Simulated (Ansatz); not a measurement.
# Short convergence ladders for a (001) slab of NbH (cut from a parent of space group no. 67; 8 atoms in the cell)

```
CELL_PARAMETERS angstrom
      3.01298     0.00000     0.00000
     -3.77904     2.91397     0.00000
      0.00000     0.00000    21.36530
ATOMIC_POSITIONS crystal
  H  0.50000 0.25000 0.38790
  H  0.50000 0.75000 0.38790
  H  0.50000 0.25000 0.61209
  H  0.50000 0.75000 0.61209
  Nb 0.00000 0.25000 0.44817
  Nb 0.00000 0.75000 0.32763
  Nb 0.00000 0.25000 0.67237
  Nb 0.00000 0.75000 0.55183
```

Base method: PBEsol, default PAW files made with PBE (plane waves; Ansatz, a first-principles code).

Base settings: basis.ecutwfc = 420 eV; kpoints.mp_grid.grid = 10 10 1; hamiltonian.xc = pbesol; hamiltonian.pseudopotentials = {kind: paw} (the program's default PAW files); scf.occupations.method = fermi_dirac; scf.occupations.width = 0.1 eV.

The count of work is k-points × plane waves × bands × iterations; it is no time. 

**The vacuum**

The mesh stays at the base's, so the ladder's end is converged at best in this setting alone.

Only quantities that move along the ladder and can be compared are tabulated.

| vacuum between outermost atoms (Å) | free energy less the last step's (meV/atom) | largest difference of a force vector from the last step's (eV/Å) | count of work / last |
|---|---|---|---|
| 3.0 | -310.49 | 2.499 | 0.21 |
| 4.0 | -101.83 | 1.169 | 0.24 |
| 5.0 | -23.20 | 0.311 | 0.29 |
| 6.0 | -3.40 | 0.059 | 0.36 |
| 7.0 | -0.21 | 0.010 | 0.38 |
| 8.0 | 0.02 | 0.003 | 0.41 |
| 10.0 | 0.01 | 0.000 | 0.47 |
| 12.0 | 0.00 | 0.000 | 0.52 |
| 14.0 | 0.00 | 0.000 | 0.57 |
| 17.0 | 0.00 | 0.000 | 0.66 |
| 20.0 | 0.00 | 0.000 | 0.73 |
| 25.0 | 0.00 | 0.000 | 0.87 |
| 30.0 | 0.00 | 0.000 | 1.0 |

Smallest vacuum between outermost atoms (Å) that holds the forces within 0.02 eV/Å of the last step, with all finer ones: 7.0, at 0.38 of the last step's count of work; the step before is off by 0.059 eV/Å.

Smallest vacuum between outermost atoms (Å) that holds the free energy within 0.5 meV/atom of the last step, with all finer ones: 7.0, at 0.38 of the last step's count of work; the step before is off by 3.4 meV/atom.

**The plane-wave cutoff**

The mesh stays at the base's, so the ladder's end is converged at best in this setting alone.

Only quantities that move along the ladder and can be compared are tabulated.

| basis.ecutwfc | free energy less the last step's (meV/atom) | largest difference of a force vector from the last step's (eV/Å) | count of work / last |
|---|---|---|---|
| 210 eV | 855.36 | 0.517 | 0.11 |
| 250 eV | 209.83 | 0.035 | 0.16 |
| 295 eV | 39.63 | 0.038 | 0.21 |
| 355 eV | 5.18 | 0.012 | 0.28 |
| 420 eV | 1.29 | 0.004 | 0.34 |
| 505 eV | 0.30 | 0.001 | 0.47 |
| 630 eV | 0.10 | 0.000 | 0.65 |
| 840 eV | 0.00 | 0.000 | 1.0 |

Coarsest basis.ecutwfc that holds the free energy within 2 meV/atom of the last step, with all finer ones: 420 eV, at 0.34 of the last step's count of work; the step before is off by 5.2 meV/atom.

Coarsest basis.ecutwfc that holds the forces within 0.02 eV/Å of the last step, with all finer ones: 355 eV, at 0.28 of the last step's count of work; the step before is off by 0.038 eV/Å.

**The depth of the slab**

On a (001) slab of NbH (cut from a parent of space group no. 67; 4 atoms in the cell), and deeper slabs.

Surface energy = (E_slab − N e_bulk)/2A, with e_bulk from the bulk crystal on its finest mesh (1064 k-points); errors per atom of slab and bulk, whose meshes differ, grow with N. The bulk cell stands at -5.2 GPa at this level, so the slab is strained in the plane.

The mesh stays at the base's, so the ladder's end is converged at best in this setting alone.

Only quantities that move along the ladder and can be compared are tabulated.

| atoms | unrelaxed surface energy (J/m²) | count of work / last |
|---|---|---|
| 4 | 3.338 | 0.053 |
| 8 | 3.375 | 0.18 |
| 12 | 3.371 | 0.32 |
| 16 | 3.373 | 0.51 |
| 20 | 3.371 | 0.74 |
| 24 | 3.369 | 1.0 |

Smallest size that holds the unrelaxed surface energy within 0.02 J/m² of the last step, with all finer ones: 8, at 0.18 of the last step's count of work; the step before is off by 0.031 J/m².

On the base run: the starting cell comes from a database of computed structures (which also holds hypothetical and non-ambient phases and stackings), without a prior relaxation at this level. The slab is cut from that crystal, and its faces are unrelaxed. Its lattice was rescaled by up to half a per cent. Spin polarisation is off.

Keys are those of Ansatz 0.2.
